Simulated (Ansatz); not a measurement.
Consider this model of amorphous Hf$_{18}$O$_{39}$Al$_{2}$.

```xyz
59
Lattice="8.9061 0.0382 -0.2870 0.0382 9.6479 0.1338 -0.2870 0.1338 8.7941" Properties=species:S:1:pos:R:3 pbc="T T T"
Hf     6.1790     6.4244     7.8891
Hf     8.7357     3.2174     3.3245
Hf    -0.0138     9.0695     3.8739
Hf     8.7878     0.3633     0.3528
Hf     5.1460     9.7363     7.9840
Hf     7.2999     3.2917     6.9208
Hf     0.3666     5.8280     6.0222
Hf     5.8968     4.8553     4.3203
Hf     1.4636     3.2312     0.2301
Hf     4.3412     3.6398     8.1480
Hf     2.4148     2.3118     5.5724
Hf     2.7574     0.3069     2.4114
Hf     3.2711     6.9713     0.1463
Hf     0.1160     6.1213     2.1953
Hf     5.8319     8.3571     2.3246
Hf     1.9752     8.6864     6.3629
Hf     3.1388     6.8204     3.7310
Hf     5.6534     1.5206     4.6601
O      2.0649     6.2024     1.5376
O      7.7359     7.7012     2.7318
O      1.1267     6.3315     4.1028
O      1.8858     1.3290     0.8828
O      5.1891     3.5155     6.0418
O      7.1397     9.7049     4.5929
O      6.2810     8.2161     6.9098
O      7.1235     5.5868     5.9544
O      5.3756     7.5751     0.4347
O      5.3422     6.7206     3.5388
O      7.3458     2.9300     4.8333
O     -0.0209     7.9887     5.7173
O      3.4220     3.7383     1.0709
O      4.8363     0.3605     3.0390
O      4.1547     5.7429     8.0262
O      3.1353     8.9682     8.0194
O      6.8624     9.5559     0.8171
O      0.9648     8.7331     2.0117
O      8.0228     6.4480     0.2311
O      8.6933     1.3225     2.5998
O      0.6051     4.0478     1.9103
O      1.5713     6.7961     7.3691
O      3.6400     8.1259     2.0750
O      3.7012     4.8546     3.8996
O      0.1479     4.3711     7.4887
O      5.3847     3.0809     3.2503
O      6.2855     4.3114     8.3211
O      8.3111     2.3775     8.4246
O      0.0267     9.2443     7.8744
O      6.6091     1.1523     6.6888
O      4.9274     1.6414    -0.0897
O      2.7301     2.1837     3.4754
O      3.3791     7.4503     5.5477
O      7.6010     4.9334     3.1201
O      2.5090     3.2141     7.3582
O      1.0690     0.9755     5.7827
O      2.0665     9.0578     4.2010
O      4.0237     0.9748     5.8414
O      1.0540     3.8609     5.0299
Al     7.6566     9.1972     6.3147
Al     3.7158     3.4926     2.7752
```

The numbers are results of PBE, scalar-relativistic without spin-orbit coupling (plane waves to 420 eV, PAW; Ansatz, a quantum-chemistry and plane-wave program), not measurements.

It comes from a melt-quench run on a machine-learned potential (CHGNet), relaxed afterwards by DFT. O atoms were pushed apart under 1.9 Å during the dynamics, to hinder bonds among them. The hot cell started wider than the set density and was brought back towards it in steps. It is the lowest in DFT energy of 2 quenches. It is a model cell: composition and starting density were chosen by hand, and all elements were melted together. No dispersion term was used. Its density started from a set value of 8.56 and ended at 8.56 g/cm³. The quench (nominally 450 K/ps over its main leg) was far faster than any real one, so the model tends to hold more defects than a real film. A cell of this size samples the disorder only roughly. The volume was held where the preparation left it and the shape relaxed, at a PBE pressure of 0.4 GPa.

Cut-offs for bonds: Hf-Hf 3.34 Å, Hf-O 2.64 Å, Hf-Al 3.00 Å, O-O 1.58 Å, O-Al 2.24 Å, Al-Al 2.66 Å. Two cations that share two anions don't count as bonded, nor two that share one unless they lie closer than Hf-Hf 3.25 Å, Hf-Al 2.92 Å, Al-Al 2.59 Å.

Task: Give the coordination numbers, mean bond lengths and angles.

Result: 
| Quantity | Value |
|---|---|
| Mean coordination of Hf by anions | 6.22 (2 with 5, 10 with 6, 6 with 7) |
| Mean coordination of O | 3.10 (4 with 2, 27 with 3, 8 with 4) |
| Mean coordination of Al by anions | 4.50 (1 with 4, 1 with 5) |
| Mean Hf-O bond | 2.144 Å (spread 0.131 Å, 112 counted) |
| Mean O-Al bond | 1.824 Å (spread 0.069 Å, 9 counted) |
| Bond angle at Hf | mean 102.5°, spread 28.8° |
| Bond angle at O | mean 113.6°, spread 16.6° |
| Bond angle at Al | mean 107.7°, spread 21.2° |

Task: List the pairs of like atoms that count as bonded by the rules above.

Result: There are none by these rules.
